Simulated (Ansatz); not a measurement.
System: Hf2N2O (Cc, No. 9, 10 atoms in the cell; start mp-1178187). Method: r²SCAN+SOC (Ansatz, a first-principles code, PAW).

Numerical settings: plane-wave cutoff 560 eV, 6×6×6 k mesh, Fermi–Dirac smearing 0.01 eV, PAW data made under PBE.

Cell (relaxed with PBEsol):

Hf$_{2}$N$_{2}$O has the monoclinic space group Cc (No. 9), Pearson symbol mS20. Conventional cell: a = 9.3135 Å, b = 5.4951 Å, c = 5.8057 Å, α = 90.00°, β = 123.36°, γ = 90.00°. Hf1 on 4a sees 1 N at 2.020 Å and 3 N at 2.140–2.202 Å and 1 O at 2.147 Å and 1 O at 2.470 Å. Hf2 on 4a has 1 O at 2.054 Å and 1 O at 2.239 Å and 3 N at 2.080–2.181 Å and 1 N at 2.341 Å. N1 on 4a is surrounded by 1 Hf at 2.020 Å and 2 Hf at 2.140–2.145 Å and 1 Hf at 2.341 Å. N2 on 4a has 4 Hf at 2.080–2.202 Å. O on 4a sees 3 Hf at 2.054–2.239 Å and 1 Hf at 2.470 Å. (Neighbours: up to the widest gap in distance over summed covalent radii, below 1.35, at either atom; cation-cation and far metal-metal contacts left out.)
(The calculation used a cell of 10 atoms; values per cell refer to that cell.)

Q: Give the computed band gap and Γ–Γ gap.

A: 
- band gap: 2.81 eV (on the SCF k mesh)
- Γ–Γ gap: 3.73 eV

Note: cell and atoms aren't relaxed at this level (largest force component 0.09 eV/Å, pressure 2.3 GPa).

Computed values are for the static lattice.

The result took very roughly 26 core-minutes.

A start named mp-… is a Materials Project structure, which need not be a measured phase.
